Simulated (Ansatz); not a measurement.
**Response to strain in Ru**

The parent structure is Ru in the hcp (Mg type) structure (space group P6_3/mmc, No. 194; relaxed with 0.1 eV smearing).

```
CELL_PARAMETERS angstrom
      2.69139     0.00000     0.00000
     -1.34570     2.33081     0.00000
      0.00000     0.00000     4.24891
ATOMIC_POSITIONS crystal
  Ru 0.66667 0.33333 0.75000
  Ru 0.33333 0.66667 0.25000
```

Cartesian axes are those of the cell as printed.

Strains are applied to the cell and any free atomic positions relax.

All numbers come from PBEsol in Ansatz (plane waves to 420 eV, PAW, spin-orbit coupling left out).

Notes on the quantities. energy relative to the base: free energy F.

```csv
uniaxial strain ε_zz (%),energy relative to the base (meV/atom)
-3,28.5
-2.5,19.5
-2,12.3
-1.5,?
-1,3.0
-0.5,0.7
0,0.0
```

Problem. Fit ΔE = Aε² + Bε³ (ε in %) to the rows shown and predict the withheld row.

Solution. Least squares on the printed values gives A = 2.89 and B = -0.092 meV/atom (largest residual 0.0 meV/atom); this predicts 6.8 meV/atom, and the run gives 6.9 meV/atom, in agreement.

Stability against distortions was not tested. All final runs are without spin polarisation.

Ansatz is a quantum-chemistry and plane-wave program.
